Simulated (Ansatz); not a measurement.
Band structure of Zr2VCo3 (R-3m, 6 atoms in the cell).

```
CELL_PARAMETERS angstrom
      2.53941     1.46613     3.78382
     -2.53941     1.46613     3.78382
      0.00000    -2.93226     3.78382
ATOMIC_POSITIONS crystal
  Zr 0.62698 0.62698 0.62698
  Zr 0.37302 0.37302 0.37302
  V  0.00000 0.00000 0.00000
  Co 0.00000 0.50000 0.00000
  Co 0.00000 0.00000 0.50000
  Co 0.50000 0.00000 0.00000
```

Level of theory: PBEsol, PAW files made with PBE (plane waves; Ansatz, a program for electronic structure).

Settings: basis.ecutwfc = 420 eV; kpoints.mp_grid.grid = 6 6 6; hamiltonian.xc = pbesol; hamiltonian.pseudopotentials = {kind: paw} (the program's default PAW files); scf.occupations.method = gaussian; scf.occupations.width = 0.2 eV; kpoints.band_path.path = [[0.0, 0.0, 0.0], [0.5, 0.0, 0.0], [0.5, 0.26675742, -0.26675742]]; kpoints.band_path.npoints = 8.

The starting cell comes from a database of computed structures (which also holds hypothetical and non-ambient phases and stackings), without a prior relaxation at this level. Spin polarisation is off.

Levels in eV from the Fermi level, bands 40 to 47:
```tsv
point	40	41	42	43	44	45	46	47
Γ	-0.85	-0.84	-0.60	-0.60	-0.11	0.11	0.25	1.00
L	-1.59	-0.90	-0.66	0.16	0.21	0.47	0.74	0.76
B1	-1.39	-1.13	-1.10	-0.97	-0.27	-0.05	0.40	0.78
```

Bands cross the Fermi level along this path, so the cell is metallic at this level.

Keys are those of Ansatz 0.2.
